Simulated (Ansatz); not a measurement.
This Ansatz (an electronic-structure program) input is the reference run, SnO₂ in the rutile structure (space group P4_2/mnm, No. 136), computed with PBEsol (Ansatz), spin-orbit coupling left out:

Ansatz 0.2 input:
```yaml
crystal:
  lattice:
    - [4.7691766365, 0, 0]
    - [0, 4.7691766365, 0]
    - [0, 0, 3.2120037955]
  atoms:
    - { symbol: Sn, position: [0, 0, 0] }
    - { symbol: Sn, position: [0.5, 0.5, 0.5] }
    - { symbol: O, position: [0.3062729855, 0.3062729855, 0] }
    - { symbol: O, position: [0.8062729855, 0.1937270145, 0.5] }
    - { symbol: O, position: [0.1937270145, 0.8062729855, 0.5] }
    - { symbol: O, position: [0.6937270145, 0.6937270145, 0] }
basis: { ecutwfc: 420, ecutrho_ratio: 4, xc_grid: 2, fft_grid_basis: typed }
kpoints: { mp_grid: { grid: [7, 7, 10] } }
hamiltonian:
  xc: pbesol
  dispersion: none
  pseudopotentials: { kind: paw }
scf: { occupations: { method: fermi_dirac, width: 0.05 }, convergence: { dr2_threshold: 0.0000000006 } }
output: { forces: true, stress: true }
checkpoint: { write: state.ck, write_every: 1000 }
```

**Question.** Write the input for this change: the cell is compressed by 0.60 % along x with no lateral relaxation, atoms relaxed at fixed cell.

**Answer.** 
Ansatz 0.2 input:
```yaml
crystal:
  lattice:
    - [4.7405615767, 0, 0]
    - [0, 4.7691766365, 0]
    - [0, 0, 3.2120037955]
  atoms:
    - { symbol: Sn, position: [0, 0, 0] }
    - { symbol: Sn, position: [0.5, 0.5, 0.5] }
    - { symbol: O, position: [0.3062729855, 0.3062729855, 0] }
    - { symbol: O, position: [0.8062729855, 0.1937270145, 0.5] }
    - { symbol: O, position: [0.1937270145, 0.8062729855, 0.5] }
    - { symbol: O, position: [0.6937270145, 0.6937270145, 0] }
basis: { ecutwfc: 420, ecutrho_ratio: 4, xc_grid: 2, fft_grid_basis: typed }
kpoints: { mp_grid: { grid: [7, 7, 10] } }
hamiltonian:
  xc: pbesol
  dispersion: none
  pseudopotentials: { kind: paw }
scf: { occupations: { method: fermi_dirac, width: 0.05 }, convergence: { dr2_threshold: 0.0000000006 } }
relax: { f_tol: 0.005, max_steps: 50 }
output: { forces: true, stress: true }
checkpoint: { write: state.ck, write_every: 1000 }
```
This is the input that was run.

The cells carry an imposed strain or load. Whether these cells are dynamically stable was not tested.
